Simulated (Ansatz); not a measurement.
Start from SrTiO3 in the cubic perovskite structure (space group Pm-3m, No. 221).

```
CELL_PARAMETERS angstrom
      3.89114     0.00000     0.00000
      0.00000     3.89114     0.00000
      0.00000     0.00000     3.89114
ATOMIC_POSITIONS crystal
  Sr 0.00000 0.00000 0.00000
  Ti 0.50000 0.50000 0.50000
  O  0.50000 0.00000 0.50000
  O  0.00000 0.50000 0.50000
  O  0.50000 0.50000 0.00000
```

Cartesian axes are those of the cell as printed.

Computed with DFT with PBEsol, PAW potentials and a 420 eV plane-wave cutoff in Ansatz (a quantum-chemistry and plane-wave program), no spin-orbit coupling.

For the base:

The band gap comes out as 1.85 eV and the shortest interatomic distance comes out as 1.946 Å. The smallest direct gap is 2.19 eV.

One thing is altered: tensile biaxial strain of 3.00 % in the plane normal to [001], as in epitaxy on a mismatched substrate; the out-of-plane cell vector and the atoms relax.

Question: Estimate the effect on the band gap, shortest interatomic distance, smallest direct gap and ratio −ε⊥/ε∥.

Answer: The band gap falls by 0.14 eV, from 1.85 eV to 1.71 eV; the shortest interatomic distance shrinks by 0.0314 Å, from 1.946 Å to 1.914 Å; the smallest direct gap drops by 0.126 eV to 2.07 eV; the ratio −ε⊥/ε∥ comes out as 0.54.

No phonon test of stability was made. All final runs are without spin polarisation. Many cubic perovskites are stable only at high temperature; tilts and polar distortions were not tested.
